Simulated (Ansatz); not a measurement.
# Effect of Zn → Cd on ZnS

Base system: ZnS in the zinc blende structure (space group F-43m, No. 216; a = 5.3569 Å).

Perturbation: full substitution Zn → Cd; the structure is relaxed again.

Calculations: PBEsol, PAW, 420 eV (Ansatz, a quantum-chemistry and plane-wave program; no SOC), earlier PAW set. Settings: 10×10×10 k-points, 0.05 eV Fermi–Dirac smearing, for the changed cell.

The volume per atom grows by 5.487 Å³ to 24.70 Å³ and the density goes up by 0.644 g/cm³ (4.21 g/cm³ → 4.86 g/cm³). The lattice parameter a grows by 0.468 Å, from 5.357 Å to 5.825 Å and the space group is still F-43m (No. 216). The shortest interatomic distance grows by 0.2026 Å (2.320 Å → 2.522 Å) and the band gap decreases by 1.07 eV to 1.01 eV. The gap character stays direct at Γ and the width of the top valence band decreases by 0.62 eV (2.86 eV → 2.24 eV). The electron mass becomes 0.11 mₑ (at Γ) (base: 0.17 mₑ (at Γ)) and the hole mass (degenerate bands, along [100]) changes from 0.18, 0.66, 0.66 mₑ (at Γ) to 0.12, 0.75, 0.75 mₑ (at Γ).

Masses are band curvatures over ±0.01 Å⁻¹ around the edge. Whether these cells are dynamically stable was not tested.
